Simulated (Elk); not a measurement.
Band structure of InPd (Pm-3m, 2 atoms in the cell).

```
CELL_PARAMETERS angstrom
      3.29806     0.00000     0.00000
      0.00000     3.29806     0.00000
      0.00000     0.00000     3.29806
ATOMIC_POSITIONS crystal
  In 0.00000 0.00000 0.00000
  Pd 0.50000 0.50000 0.50000
```

Method of the run: PBE, all-electron FP-LAPW, Elk's shipped species files, LAPW+lo basis in Elk.

Settings: xctype = 20; rgkmax = 8; stype = 0; swidth = 0.00734986 Ha; ngridk = 13 13 13; gmaxvr = 16 1/bohr; nxoapwlo = 1; rmtscf = 0.98; maxscl = 100.

The starting cell comes from a database of computed structures (which also holds hypothetical and non-ambient phases and stackings), without a prior relaxation at this level. Its lattice was rescaled by a random factor within 2.5 % of one. Spin polarisation is off. Values depend on the basis (sphere radii, cutoffs, local orbitals), which need not be converged.

Levels in eV from the Fermi level, bands 15 to 22:
```tsv
point	15	16	17	18	19	20	21	22
Γ	-3.76	-2.26	-2.26	-2.26	4.13	4.13	4.13	9.08
X	-3.74	-3.21	-3.21	-2.33	-1.15	9.34	9.34	9.76
M	-2.67	-2.67	-2.28	-2.28	-1.71	1.32	2.31	9.29
R	-4.77	-1.68	-1.68	-0.18	3.67	3.67	3.67	4.28
```

Bands cross the Fermi level along this path, so the cell is metallic at this level.
